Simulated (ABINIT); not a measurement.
**Pressure against volume in rock-salt BaS (space group 225) (ABINIT, LDA)**

```
CELL_PARAMETERS angstrom
      0.00000     3.07074     3.07074
      3.07074     0.00000     3.07074
      3.07074     3.07074     0.00000
ATOMIC_POSITIONS crystal
  Ba 0.00000 0.00000 0.00000
  S  0.50000 0.50000 0.50000
```

Method of the run: LDA (PW92), norm-conserving pseudopotentials (PseudoDojo nc-sr-04 LDA standard) (plane waves; ABINIT). Settings: pseudos = [Ba.upf, S.upf]; ecut = 37 Ha; occopt = 3; tsmear = 0.01 eV; ngkpt = 9 9 9; nshiftk = 1; shiftk = 0 0 0; potentials = PseudoDojo nc-sr-04 LDA standard; nband = 13; kptopt = 1; nstep = 80; tolvrs = 1e-11. The cell above is the first row's. The rows scale it uniformly. In all rows fractional positions and the k mesh are held.

| V (Å^3/atom) | P (GPa) |
|---|---|
| 28.955 | 3.58 |
| 29.585 | 2.21 |
| 30.214 | 0.99 |
| 30.844 | -0.10 |
| 31.473 | -1.07 |
| 32.103 | -1.94 |
| 32.732 | -2.72 |
| 33.361 | -3.41 |
| 33.991 | ? |

Fit P of the 8 rows that show it with a cubic. With u = V - 31.2, the rows have u = -2.2450, -1.6150, -0.9860, -0.3560, 0.2730, 0.9030, 1.5320, 2.1610. Least squares gives P = -0.664 - 1.5326·u + 0.13968·u² - 0.00871·u³. Residuals (row less fit): 0.001, -0.002, -0.001, 0.000, 0.002, 0.000, -0.005, 0.002; standard error 0.003 (degrees of freedom: 4). The fitted pressure is zero at V0 = 30.78, where dP/dV = -1.654, so B0 = -V0·dP/dV = 50.9 GPa.

### Question
Estimate the missing P (V = 33.991); what did the run itself give?

### Answer
u = 2.7910, so P = -0.664 - 1.5326 × 2.7910 + 0.13968 × 2.7910² - 0.00871 × 2.7910³ = -4.043 GPa. The calculation gives -4.03 GPa, 0.013 GPa above the prediction (0.2 % of the range of P in the table). The row lies outside the fitted rows, so this is an extrapolation. From the scatter of the fitted rows alone, a prediction at this place has a standard error of 0.008 GPa, so the miss is 1.6 times that.

Carrying the step between the two nearest rows on in a straight line would have given -4.10, off by 0.07; series whose last step already gives the withheld value aren't shown. The scan was laid around a cell of about the measured size, scaled by a guess for this functional. The runs keep the symmetry of the cell, so they don't test it for distortions. The LDA file for Ba was generated anew from PseudoDojo's inputs, some of which were changed. Spin-orbit coupling is off. Cutoffs and mesh are single choices, not tested for convergence of this quantity. Series with a scatter that would blur these digits, or in which a gap closes, are not shown.
